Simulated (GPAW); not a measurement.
## GPAW run on MgB₂ (P6/mmm, 3 atoms in the cell): self-consistent single point

Method of the run: PBE, GPAW PAW datasets PBE (gpaw-data 1.0.1) (plane waves; GPAW 25.7.0).

This input was run:

```python
from ase import Atoms
from ase.units import GPa
from gpaw import GPAW, PW, FermiDirac

atoms = Atoms(['Mg', 'B', 'B'],
              cell=[[1.545000, -2.676019, 0.000000],
                    [1.545000, 2.676019, 0.000000],
                    [0.000000, 0.000000, 3.520000]],
              positions=[[0.000000, 0.000000, 0.000000],
                         [1.545000, 0.892006, 1.760000],
                         [1.545000, -0.892006, 1.760000]],
              pbc=True)

calc = GPAW(mode=PW(950),
            xc='PBE',
            kpts={'size': (12, 12, 9), 'gamma': True},
            occupations=FermiDirac(0.05),
            nbands=-7,
            symmetry={'symmorphic': False, 'tolerance': 0.0005},
            maxiter=100)

atoms.calc = calc

energy = atoms.get_potential_energy()
print('Energy (eV):', round(energy, 6))
forces = atoms.get_forces()
print('Forces (eV/Ang):')
print(forces.round(5))
stress = atoms.get_stress()
print('Stress (GPa, Voigt):', (stress / GPa).round(4))
```

Output (repeated stretches shortened):

```
Input parameters:
  kpts: {gamma: True,
         size: (12, 12, 9)}
  maxiter: 100
  mode: {ecut: 950.0,
         name: pw}
  nbands: -7
  occupations: {fixmagmom: False,
                name: fermi-dirac,
                width: 0.05}
  symmetry: {symmorphic: False,
             tolerance: 0.0005}
  xc: PBE

species:
  Mg:
    name: Magnesium
    Z: 12.0
    valence: 10
    core: 2
    charge: 0.0
    file: Mg.PBE.gz

    # Using partial waves for Mg as LCAO basis

  B:
    name: Boron
    Z: 5.0
    valence: 3
    core: 2
    charge: 0.0
    file: B.PBE.gz

    # Using partial waves for B as LCAO basis

Reference energy: -6788.624023  # eV

Spin-paired calculation

Convergence criteria:
 Maximum [total energy] change in last 3 cyles: 0.0005 eV / valence electron
 Maximum integral of absolute [dens]ity change: 0.0001 electrons / valence electron
 Maximum integral of absolute [eigenst]ate change: 4e-08 eV^2 / valence electron
 Maximum number of scf [iter]ations: 100

Symmetries present (total): 24
Symmetries with fractional translations: 0
1296 k-points: 12 x 12 x 9 Monkhorst-Pack grid + [1/24,1/24,0.000000]
95 k-points in the irreducible part of the Brillouin zone
       k-points in crystal coordinates                weights
   0:    -0.00000000   -0.00000000    0.00000000          1/1296
   1:    -0.00000000   -0.00000000    0.11111111          2/1296
   2:    -0.00000000   -0.00000000    0.22222222          2/1296
   [... 7 lines left out ...]
          ...
  94:     0.50000000    0.50000000    0.44444444          6/1296

Wave functions: Plane wave expansion
  Cutoff energy: 950.000 eV
  Number of coefficients (min, max): 1907, 1962
  Pulay-stress correction: 0.000000 eV/Ang^3 (de/decut=0.000000)

Occupation numbers: Fermi-Dirac:
  width: 0.0500  # eV

Eigensolver

Densities:
  Coarse grid: 24*24*27 grid
  Fine grid: 48*48*54 grid
  Total Charge: 0.000000

Density mixing:
  Method: separate
  Backend: pulay
  Linear mixing parameter: 0.05
  old densities: 5
  Damping of long wavelength oscillations: 50

Hamiltonian:
  XC and Coulomb potentials evaluated on a 48*48*54 grid
  External potential:
    NoExternalPotential

XC parameters: PBE with 2 nearest neighbor stencil

Number of atoms: 3
Number of atomic orbitals: 16
Number of bands in calculation: 15
Number of valence electrons: 16
Bands to converge: occupied

Density initialized from atomic densities
  15 bands from LCAO basis set

Atomic positions and initial magnetic moments

Positions:
   0 Mg     0.000000    0.000000    0.000000    ( 0.0000,  0.0000,  0.0000)
   1 B      1.545000    0.892006    1.760000    ( 0.0000,  0.0000,  0.0000)
   2 B      1.545000   -0.892006    1.760000    ( 0.0000,  0.0000,  0.0000)

Unit cell:
           periodic     x           y           z      points  spacing
  1. axis:    yes    1.545000   -2.676019    0.000000    24     0.1115
  2. axis:    yes    1.545000    2.676019    0.000000    24     0.1115
  3. axis:    yes    0.000000    0.000000    3.520000    27     0.1304

  Lengths:   3.090000   3.090000   3.520000
  Angles:   90.000000  90.000000 120.000009

Effective grid spacing dv^(1/3) = 0.1232

     iter     time        total  log10-change:
                         energy   eigst   dens
iter:   1 --:--:--   -16.841053
iter:   2 --:--:--   -16.596151   -0.58  -0.96
iter:   3 --:--:--   -15.451499   -0.73  -1.00
iter:   4 --:--:--   -15.429941   -2.17  -1.60
iter:   5 --:--:--   -15.458127   -2.51  -1.65
iter:   6 --:--:--   -15.437378   -2.72  -1.88
iter:   7 --:--:--   -15.436903   -4.16  -2.55
iter:   8 --:--:--   -15.436895c  -4.84  -2.92
iter:   9 --:--:--   -15.436896c  -5.63  -3.74
iter:  10 --:--:--   -15.436899c  -5.94  -3.83
iter:  11 --:--:--   -15.436897c  -6.41  -3.81
iter:  12 --:--:--   -15.436897c  -7.23  -5.05c
iter:  13 --:--:--   -15.436897c  -7.90c -5.61c

Converged after 13 iterations.

Dipole moment: (0.000000, -0.000000, 0.000000) |e|*Ang

Energy contributions relative to reference atoms: (reference = -6788.624023)

Kinetic:         +9.685748
Potential:       -5.911772
External:        +0.000000
XC:             -19.189358
Entropy (-ST):   -0.004229
Local:           -0.019400
SIC:             +0.000000
--------------------------
Free energy:    -15.439011
Extrapolated:   -15.436897

Showing only first 2 kpts
 Kpt  Band  Eigenvalues  Occupancy
  0     6      7.51601    0.00114
  0     7      7.51603    0.00114
  0     8      8.88203    0.00000
  0     9     13.43835    0.00000

  1     6      7.55679    0.00050
  1     7      7.55682    0.00050
  1     8      9.93047    0.00000
  1     9     13.47442    0.00000

Fermi level: 7.14237

No gap
No difference between direct/indirect transitions
Energy (eV): -15.436897

Forces in eV/Ang:
  0 Mg    0.00000   -0.00000    0.00000
  1 B    -0.00000    0.00000    0.00000
  2 B    -0.00000    0.00000    0.00000

Stress tensor:
     0.013401     0.000000     0.000000
     0.000000     0.013401     0.000000
     0.000000     0.000000     0.004631
Stress (GPa, Voigt): [2.147  2.147  0.7419 0.     0.     0.    ]
```

The run converged in 13 iterations. GPAW prints stress with tension positive.

At such cutoffs GPAW's stress carries a finite-basis (Pulay) error, which enters relaxed cells too; its log prints stress with tension positive.

The starting cell has typed, rounded lattice constants, without a prior relaxation at this level.

Cost on one core of a shared machine: roughly 40 s.
